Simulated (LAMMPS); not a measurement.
Consider HgS (zinc blende), 4096 atoms, at 660 K and 2 GPa, heated as the crystal in molecular dynamics.

Level of theory: classical MD, pair style sw, file CdTeZnSeHgS0.sw, run in LAMMPS.

The state found is crystal; no diffusion seen in 30 ps. The density is 7.8527 ± 0.0002 g/cm³. The volume per atom comes out as 24.5983 ± 0.0006 Å³/atom and the enthalpy per atom comes out as -1.5167 ± 0.0001 eV/atom. The first peak of g(r), Hg-S is 2.52 Å, height 11.5 and the coordination number of Hg by S comes out as 4.00 (counted to 3.46 Å). The coordination number of S by Hg comes out as 4.00 (counted to 3.46 Å) and the most common S-Hg-S angle comes out as at the 3° bin centred on 109.5°, after smoothing over three bins (mean of all 109°). The mean frequency of the vibrational (phonon) density of states is 6.2 THz and the cost is very roughly 10 core-minutes.

Potential: file CdTeZnSeHgS0.sw of the LAMMPS distribution; its header cites Zhou, Ward, Martin, van Swol, Cruz-Campa, and D. Zubia, Phys. Rev. B, 88, 085309 (2013).

Caution: in nature this polymorph isn't the stable one over the whole range of temperature at this pressure, and short runs keep a crystal in its starting form. Caution: a run this short can hold a crystal over, or a liquid under, the potential's own melting point, which these runs don't give.

States go by the mean squared displacement: a species diffuses where it passes 1.5 Å², still rises and gives D over 1e-6 cm²/s; a crystal has left its structure where atoms lie 0.35 Å off their sites on average or a cubic box changes its shape by 3 %, or the axial ratios of another lie 8 % off the starting cell's, which the potential's own relaxation can also do.

Errors shown are sampling errors alone.
